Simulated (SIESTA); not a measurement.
Band structure of WS (P6_3mc, 4 atoms in the cell).

```yaml
crystal:
  lattice:
    - [3.02551, 0.00000, 0.00000]
    - [-1.51276, 2.62017, 0.00000]
    - [0.00000, 0.00000, 8.18080]
  atoms:
    - { symbol: W, position: [0.33333, 0.66667, 0.03629] }
    - { symbol: W, position: [0.66667, 0.33333, 0.53629] }
    - { symbol: S, position: [0.33333, 0.66667, 0.34071] }
    - { symbol: S, position: [0.66667, 0.33333, 0.84071] }
```

Level of theory: GGA PBEsol, numerical atomic orbitals TZP, PseudoDojo PBEsol standard norm-conserving potentials (rewritten from UPF to PSML) in SIESTA.

Settings: XC.functional = GGA; XC.authors = PBEsol; potentials = PseudoDojo PBEsol standard; PAO.BasisSize = TZP; PAO.EnergyShift = 0.01 Ry; MeshCutoff = 350 Ry; kgrid.MonkhorstPack = 8 8 3; OccupationFunction = FD; ElectronicTemperature = 100 meV; MaxSCFIterations = 150; SCF.Mixer.Method = Pulay; SCF.Mixer.Weight = 0.1; SCF.Mixer.History = 6; SCF.DM.Tolerance = 1.0E-05.

The starting cell comes from a database of computed structures (which also holds hypothetical and non-ambient phases and stackings), without a prior relaxation at this level. Spin-orbit coupling is off. Spin polarisation is off. Values carry the incompleteness of an atom-centred basis.

Levels in eV from the Fermi level, bands 17 to 22:
```json
[
 {"point": "Γ", "17": "-2.53", "18": "-2.53", "19": "-0.14", "20": "-0.14", "21": "0.60", "22": "0.60"},
 {"point": "M", "17": "-2.91", "18": "-2.21", "19": "-1.03", "20": "-0.13", "21": "1.49", "22": "2.87"},
 {"point": "K", "17": "-1.76", "18": "-1.54", "19": "-1.02", "20": "-1.02", "21": "0.34", "22": "1.93"},
 {"point": "A", "17": "-2.70", "18": "-2.70", "19": "0.15", "20": "0.15", "21": "0.15", "22": "0.15"},
 {"point": "L", "17": "-3.05", "18": "-3.05", "19": "-0.13", "20": "-0.13", "21": "2.74", "22": "2.74"},
 {"point": "H", "17": "-1.62", "18": "-1.62", "19": "-1.35", "20": "-1.35", "21": "1.46", "22": "1.46"}
]
```

Bands cross the Fermi level along this path, so the cell is metallic at this level.

Higher empty bands are left out: an atom-centred basis made for the valence describes them poorly.
